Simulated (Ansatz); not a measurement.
The starting structures come from a database of crystals and need not be the phases stable at ambient conditions.

Evanescent states of Al₂ZnSe₄ (Fd-3m, spinel, not sure to be the ambient phase, 14 atoms a cell, 21.1 Å³ an atom) along the normal of (110)

The numbers are results of PBEsol (plane waves, PAW; Ansatz, a first-principles code), not measurements.

No gap correction and no spin-orbit coupling; mid-gap values are interpolated between computed energies.

Energies count from the valence-band top; κ is the least over a 4×4 mesh across the current.

| E (eV) | κ (1/Å) | where |
|---|---|---|
| 0.04 | 0.050 | Γ |
| 0.14 | 0.065 | Γ |
| 0.23 | 0.076 | Γ |
| 0.32 | 0.084 | Γ |
| 0.41 | [?] | Γ |
| 0.49 | [?] | Γ |
| 0.58 | [?] | Γ |
| 0.68 | [?] | Γ |
| 0.77 | [?] | Γ |
| 0.85 | [?] | Γ |
| 0.94 | [?] | Γ |
| 1.03 | [?] | Γ |
| 1.12 | [?] | Γ |
| 1.22 | 0.077 | Γ |
| 1.30 | 0.066 | Γ |
| 1.40 | 0.049 | Γ |
| 1.49 | 0.010 | Γ |

Complete the blanks.


- 0.41, κ (1/Å): 0.090
- 0.49, κ (1/Å): 0.094
- 0.58, κ (1/Å): 0.097
- 0.68, κ (1/Å): 0.098
- 0.77, κ (1/Å): 0.099
- 0.85, κ (1/Å): 0.098
- 0.94, κ (1/Å): 0.095
- 1.03, κ (1/Å): 0.091
- 1.12, κ (1/Å): 0.085
